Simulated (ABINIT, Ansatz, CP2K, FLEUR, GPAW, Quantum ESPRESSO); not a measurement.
**Code comparison for LaSi₃Os (I4mm, 5 atoms in the cell)**

Self-consistent single point.

```
CELL_PARAMETERS angstrom
     -2.14294     2.14294     4.98994
      2.14294    -2.14294     4.98994
      2.14294     2.14294    -4.98994
ATOMIC_POSITIONS crystal
  La 0.99856 0.99856 0.00000
  Si 0.41925 0.41925 0.00000
  Si 0.26042 0.76042 0.50000
  Si 0.76042 0.26042 0.50000
  Os 0.65535 0.65535 0.00000
```

All programs got the same cell, k-point mesh and kind of occupations (in Ansatz's words: kpoints.mp_grid.grid = 8 8 8; scf.occupations.method = gaussian; scf.occupations.width = 0.1 eV); potentials, basis and cutoffs are each program's usual ones.

```csv
code,model,pressure (GPa),largest force (eV/Å),k-points,cutoff
GPAW,"LDA (Perdew-Wang 92), GPAW PAW datasets LDA (gpaw-data 1.0.1)",-4.86,0.141,59,800 eV
CP2K,"LDA (Pade form), GPW, DZVP-MOLOPT-SR-GTH basis, GTH-PADE potentials (GTH_POTENTIALS)",-7.07,0.411,260,grid 500 Ry
Quantum ESPRESSO,"LDA (PZ), GBRV 1.5 ultrasoft (LDA) pseudopotentials",-4.99,0.119,59,40 Ry
ABINIT,"LDA (PW92), PAW (JTH v2.0 LDA PAW)",-4.83,0.110,59,707 eV
FLEUR,"LDA (Vosko-Wilk-Nusair), all-electron FLAPW (FLEUR), scalar-relativistic valence",–,0.095,59,Kmax 4 1/bohr
Ansatz,"LDA (PW92), PAW files made with PBE",-5.03,0.118,59,420 eV
```

Size of the force on each atom (eV/Å): Sizes of forces hide their directions.

```
code                La1    Si2    Si3    Si4    Os5
----------------  -----  -----  -----  -----  -----
GPAW              0.056  0.141  0.074  0.074  0.063
CP2K              0.126  0.411  0.275  0.275  0.264
Quantum ESPRESSO  0.058  0.119  0.062  0.062  0.063
ABINIT            0.056  0.110  0.057  0.057  0.060
FLEUR             0.060  0.095  0.046  0.046  0.060
Ansatz            0.064  0.118  0.056  0.056  0.059
```

A dash marks a value that a program does not give, or that is left out as unsure.

The spread over the programs that give each value: pressure within 2.24 GPa; largest force within 0.316 eV/Å.

The starting cell comes from a database of computed structures (which also holds hypothetical and non-ambient phases and stackings), without a prior relaxation at this level. On Ansatz's run: Spin-orbit coupling is off. Spin polarisation is off. In the base run, with a pressure of about -5 GPa the cell is away from its equilibrium volume at this level.

Q: Why do the programs differ, and what cannot be compared?

A: Differences of this kind can come from the potentials, where these differ, and from what each basis and cutoff leave unconverged. The valence holds different numbers of electrons (GPAW 37, CP2K 39, Quantum ESPRESSO 39, ABINIT 31, FLEUR 37, Ansatz (a first-principles code) 39). The zero of total energies and Fermi levels follows the potentials and each program's conventions, so they are not compared here. CP2K uses small atom-centred bases, whose incompleteness enters pressures, forces and empty levels differently from a plane-wave cutoff. FLEUR treats all electrons, but the usual bases taken here (sphere radii, linearisation, local orbitals, empty states) were not tested for convergence, so the values are no reference for the others. Ansatz's pressure is given at a fixed set of plane waves, as the other plane-wave codes print theirs. The same LDA comes in different parametrisations, which differ slightly. The programs reduce the same mesh by symmetry to different extents, which changes the work and not the result. In the pressure, CP2K (by 2.15) lies more than 1 GPa from the median of the plane-wave programs. In the force vectors, CP2K (by 0.292) lies more than 0.08 eV/Å from the median of the plane-wave programs.

Keys are those of Ansatz 0.2.
